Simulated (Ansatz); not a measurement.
Input and output of a self-consistent single point for InSe (P-6m2, 8 atoms in the cell) (Ansatz, a first-principles code).

Method: PBEsol, PAW files made with PBE (plane waves; Ansatz).

```xyz
8
Lattice="4.0473 0.0000 0.0000 -2.0237 3.5051 0.0000 0.0000 0.0000 18.0521" Properties=species:S:1:pos:R:3 pbc="T T T"
In     0.0000     0.0000    10.4231
In     0.0000     0.0000     7.6290
In     0.0000     2.3367    16.6550
In     0.0000     2.3367     1.3970
Se     2.0237     1.1684    15.3984
Se     2.0237     1.1684     2.6537
Se     0.0000     2.3367    11.6800
Se     0.0000     2.3367     6.3720
```

Reference input (self-consistent single point, DFT, LDA (PW92), plane waves, PAW files made with PBE): basis.ecutwfc = 420 eV; kpoints.mp_grid.grid = 5 5 1; hamiltonian.xc = lda; hamiltonian.pseudopotentials = {kind: paw} (the program's default PAW files); scf.occupations.method = fermi_dirac; scf.occupations.width = 0.01 eV. This run's input differs from it in these lines:

Ansatz 0.2 input:
```diff
@@ -21,3 +21,3 @@
 hamiltonian:
-  xc: lda
+  xc: pbesol
   pseudopotentials:
```

The program printed (abridged):

```
SCF iter   1: F=—  HF=-43807.846090 eV  |F-HF|=—  |Δ(HF+E_count)|=         —  Δρ=4.69e-2  dr2=2.98e1  ethr=3.10e-3  ⟨swp⟩=6.0  Hψ=1377  notcnv=0
all-band conjugate gradients solve this SCF's bands
preconditioner: auto → Resta (q_TF=auto, 2.391 Å⁻¹)
SCF iter   2: F=—  HF=-43802.909329 eV  |F-HF|=—  |Δ(HF+E_count)|=    4.94e0  Δρ=1.90e-2  dr2=1.24e0  ethr=3.10e-3  ⟨swp⟩=4.8  Hψ=727  notcnv=0  defer=36
   [... lines left out ...]
SCF iter   7: F=—  HF=-43802.501194 eV  |F-HF|=—  |Δ(HF+E_count)|=   8.85e-5  Δρ=6.10e-5  dr2=3.51e-5  ethr=4.05e-7  ⟨swp⟩=2.0  Hψ=380  notcnv=0  defer=40
SCF iter   8: F=—  HF=-43802.501195 eV  |F-HF|=—  |Δ(HF+E_count)|=   9.58e-7  Δρ=2.02e-5  dr2=2.08e-6  ethr=3.03e-8  ⟨swp⟩=2.4  Hψ=526  notcnv=0  defer=40
SCF iter   9: F=—  HF=-43802.501197 eV  |F-HF|=—  |Δ(HF+E_count)|=   1.96e-6  Δρ=8.26e-6  dr2=8.61e-7  ethr=1.79e-9  ⟨swp⟩=2.2  Hψ=581  notcnv=0  defer=40
SCF iter  10: F=-43802.501197 eV  HF=-43802.501197 eV  |F-HF|=3.21e-8  |Δ(HF+E_count)|=   1.79e-7  Δρ=3.45e-6  dr2=6.85e-8  ethr=8.62e-11  ⟨swp⟩=10.4  Hψ=2015  notcnv=0
SCF 1 converged in 10 iterations: F = -43802.501197 eV  dr2 = 6.85e-8
Free energy (F): -43802.501197 eV
Internal energy: -43802.501197 eV  (E = F + TS)
E sigma→0 (E₀):  -43802.501197 eV
Fermi energy:    5.999869 eV
--- Forces (eV/Å), atoms counted from 1 ---
  atom   1  In     0.00000000    -0.00000000    -0.06390737
  atom   2  In     0.00000000    -0.00000000     0.06390737
  atom   3  In     0.00000000    -0.00000000     0.06682172
  atom   4  In     0.00000000    -0.00000000    -0.06682172
  atom   5  Se     0.00000000     0.00000000    -0.01102240
  atom   6  Se    -0.00000000     0.00000000     0.01102240
  atom   7  Se     0.00000000     0.00000000     0.01030482
  atom   8  Se     0.00000000     0.00000000    -0.01030482
--- Stress (GPa, compression-positive) ---
       -0.835120       0.000000       0.000000
        0.000000      -0.835120       0.000000
        0.000000       0.000000      -0.530429
  P = ⅓ Tr σ = -0.7336 GPa (-7.336 kbar)
  The stress holds the Pulay correction. Without it, at fixed plane waves, as pw.x and ABINIT print it: P = -0.7473 GPa
```

The run converged in 10 iterations. Against the reference run the pressure goes from -2.23 to -0.73 GPa, the largest force goes from 0.157 to 0.067 eV/Å and the gap on the mesh goes from 0.497 to 0.638 eV.

The starting cell comes from a database of computed structures (which also holds hypothetical and non-ambient phases and stackings), without a prior relaxation at this level. Ansatz's pressure includes its estimate of the finite-basis (Pulay) stress.
